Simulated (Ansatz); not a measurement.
SiC, response to strain

Take SiC in the zinc blende structure (space group F-43m, No. 216; a = 4.357 Å) as the base. Axes: x, y, z lie along the cube axes.

Strains are applied to the cell and any free atomic positions relax; under biaxial strain the out-of-plane vector relaxes too.

All numbers come from Ansatz (an electronic-structure program), PBEsol, PAW, cutoff 420 eV, scalar-relativistic without spin-orbit coupling.

```tsv
biaxial strain, plane normal [001], relaxed out of plane (%)	band gap (eV)
0	1.24
0.5	1.16
1	1.08
1.5	1.00
2	?
2.5	0.84
3	0.77
```

Question: Fit E_g = E₀ + Dε (ε in %) to the rows shown and predict the withheld row.

Answer: Least squares on the printed values gives E₀ = 1.24 eV, D = -158 meV per % of strain (largest residual 0.00 eV); this predicts 0.92 eV, and the run gives 0.92 eV, in agreement.

Whether these cells are dynamically stable was not tested.
